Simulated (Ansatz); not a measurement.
Here is the system:

```
CsSnI3
1.0
    5.98338     0.00000     0.00000
    0.00000     5.98338     0.00000
    0.00000     0.00000     5.98338
Cs Sn I
1 1 3
Direct
  0.00000   0.00000   0.00000
  0.50000   0.50000   0.50000
  0.50000   0.00000   0.50000
  0.00000   0.50000   0.50000
  0.50000   0.50000   0.00000
```

No spin polarisation.

Level of theory: plane-wave PAW DFT at the PBEsol level (Ansatz, a first-principles code, 420 eV), scalar-relativistic without spin-orbit coupling. Γ-centred 8×8×8 mesh, Fermi–Dirac width 0.05 eV.

Task: Predict the pressure and space group.

Result: 
- Pressure: 1.6 GPa
- Space group: Pm-3m (No. 221)

The cells carry an imposed strain or load. No phonon test of stability was made. All final runs are without spin polarisation. The cell was made from CsSnI$_{3}$ in the cubic perovskite structure (space group Pm-3m, No. 221) by this change: isotropic strain −2.40 %. Many cubic perovskites are stable only at high temperature; tilts and polar distortions were not tested.
